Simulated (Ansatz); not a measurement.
Start from SiGe in the wurtzite structure (space group P6_3mc, No. 186; a = 3.900 Å, c = 6.443 Å; a model cell, its experimental status unchecked).

The change: cell and atoms relaxed at a pressure of 30 GPa.

Levels (all Ansatz, an electronic-structure program, PAW, earlier PAW set): PBEsol (420 eV, spin-orbit coupling left out); r2SCAN (500 eV, no SOC).

The geometry is relaxed with PBEsol.

| Property | Value |
|---|---|
| PBEsol band gap | zero |
| PBEsol gap character | absent |
| PBEsol pressure | 30.0 GPa |

With r2SCAN at the same geometry, the band gap becomes 0.19 eV (PBEsol: zero); the gap character goes from absent to indirect, Γ → M; the pressure rises by 1.8 GPa, from 30.0 GPa to 31.8 GPa.

Single points use the geometry relaxed with PBEsol. Their cutoffs differ, which shifts pressures a little. The mesh was chosen for an insulator and is coarse for the gapless case. Load acts through the strain it causes; cell and atoms are relaxed under it. No phonon test of stability was made. Competing high-pressure phases were not computed. All final runs are without spin polarisation. A zero or small gap of SiGe under pressure 30 GPa can be the functional's error rather than a property of the material.
